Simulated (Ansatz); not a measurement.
Consider AlN in the rock salt structure (space group Fm-3m, No. 225; a = 4.0452 Å; a model cell, its experimental status unchecked). Axes: x, y, z lie along the cube axes.

The change: uniaxial stress, 5 GPa tension along x; all other stress components relax to zero.

Levels (all Ansatz, a quantum-chemistry and plane-wave program, PAW): PBEsol (420 eV, no spin-orbit coupling); r2SCAN (500 eV, no SOC); HSE06 (420 eV, no spin-orbit coupling).

One geometry, relaxed with PBEsol, under each level:

```tsv
level	band gap	lowest conduction level above the VBM at special points	electron mass	hole mass	pressure
PBEsol	4.34 eV	X 4.34 eV; M 4.52 eV; Γ 5.44 eV; S₀ 5.84 eV	0.57 mₑ along k, 0.33 mₑ across (at X)	0.31 mₑ along x, 0.93 mₑ across (at Γ)	-1.66 GPa
r2SCAN	5.25 eV	X 5.25 eV; M 5.43 eV; Γ 6.25 eV; S₀ 6.77 eV	0.55 mₑ along k, 0.34 mₑ across (at X)	0.31 mₑ along x, 0.91 mₑ across (at Γ)	-3.23 GPa
HSE06	5.79 eV	X 5.79 eV; M 5.98 eV; Γ 6.96 eV	–	–	–
```

Single points use the geometry relaxed with PBEsol. Their cutoffs differ, which shifts pressures a little. HSE06 was sampled on its mesh, a few special points and the semilocal edge points, so its gap is an upper bound. Load acts through the strain it causes; cell and atoms are relaxed under it. Masses are band curvatures over ±0.01 Å⁻¹ around the edge. Along k means along the line from Γ to the band edge. Beyond what the load breaks, stability against distortions was not tested. The base started in Pnma and relaxed to Fm-3m at this level. This is not the structure that AlN has at room temperature and ambient pressure. Labels are those of the standard path for the cell's own space group.
